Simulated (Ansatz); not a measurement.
The (111)A surface of zinc-blende ZnS, Zn-terminated, NH2 on every top atom (bottom of the slab: 2 H on 4 bottom sites)

All values below come from PBE (plane waves to 420 eV, PAW; Ansatz, a program for electronic structure).

Set-up: 46 atoms, 14.1 Å thick at the start with caps and adatoms; mesh 3x3x1; 0.025 eV smearing; dipole correction on; 8 atoms held, the rest relaxed; no symmetry held; no spin (no spin-polarised run to compare, though such a face may carry moments), no spin-orbit, no U. The slab shows no gap over 0.04 eV on its mesh. It is one candidate, not shown to be the stable structure of the face.

| Quantity | Result |
|---|---|
| work function of the top face | 5.08 eV |
| energy released by relaxation | 0.93 eV |
| cost | about 26 core-minutes (a rough figure) |
